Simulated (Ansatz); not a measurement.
Take Sb (space group R-3m, No. 166; a = 4.266 Å, c = 10.699 Å (hexagonal axes); relaxed with 0.1 eV smearing) as the base. Axes: x lies along a and z along c of the hexagonal cell.

Method: PBEsol-D3(BJ)/PAW in Ansatz (a first-principles code), spin-orbit coupling left out, earlier PAW set.

Modification: the cell is stretched by 1.21 % along y with no lateral relaxation, atoms relaxed at fixed cell.

### Question
Predict the stress tensor and what it implies for the stiffness.

### Answer
Stress of the strained cell less that of the base (GPa, compression positive):
```
   -0.3     0.0     0.0
    0.0    -1.2    -0.4
    0.0    -0.4    -0.4
```

Then −Δσ_ii/ε with ε = 0.0121 gives secant stiffness values (nonlinear terms included at this strain): C22 ≈ 101 GPa, C12 ≈ 28 GPa and C23 ≈ 35 GPa.

Whether these cells are dynamically stable was not tested.
